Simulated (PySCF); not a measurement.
PySCF 2.14.0, PBE/gth-szv, GTH-PBE pseudopotentials, periodic, gdf: diamond-structure Si, 2 atoms. Basis and mesh were picked for this test and aren't claimed converged.

```json
{
 "cell": "3.84, 3.84, 3.84 Å; 60, 60, 60°",
 "task": "energy",
 "method": "pbe",
 "basis": "gth-szv",
 "two_electron_scheme": "gdf",
 "pseudo": "gth-pbe",
 "k mesh": "3×3×3",
 "mol.max_memory": "64000 MB",
 "mf.init_guess": "minao (default)",
 "mf.DIIS": "CDIIS (default)",
 "mf.diis_space": "8 (default)",
 "basis_functions": "8",
 "grid_points": "37405",
 "k-points": "27"
}
```

It runs on a single node (Arm Neoverse V2, 96 cores on 1 socket, no SMT, 1 L3 cache group).

Times are wall-clock medians of two to five runs, from launch to exit, with nothing else on the machine. Processes are pinned to neighbouring cores unless said otherwise. Build: PyPI wheel: OpenMP (GNU), a bundled serial OpenBLAS 0.3.3 under its C layer, NumPy's threaded OpenBLAS held to generic ARMv8 kernels, libcint, Libxc. Other compilers and libraries give other times. Scratch files lie in a memory file system.

Started as
```bash
OMP_NUM_THREADS=32 OPENBLAS_NUM_THREADS=1 python -u run.py
```
(32 threads, 1 BLAS thread, two_electron_scheme = gdf) it takes 4.0 s and 5 Fock builds (products with the orbital Hessian counted alike).

Problem. How long does it take after this change: two_electron_scheme = rsdf?

Solution. About 6.7 s (3 runs within 1 %): 1.7× as long. The largest move is in one-off fitting integrals (inside the first J/K call): 0.91 s to 3.7 s. What the program resolved moves too: FFT mesh from [9 9 9] to [11 11 11]. Change in the result: energy under 0.001 meV/atom.
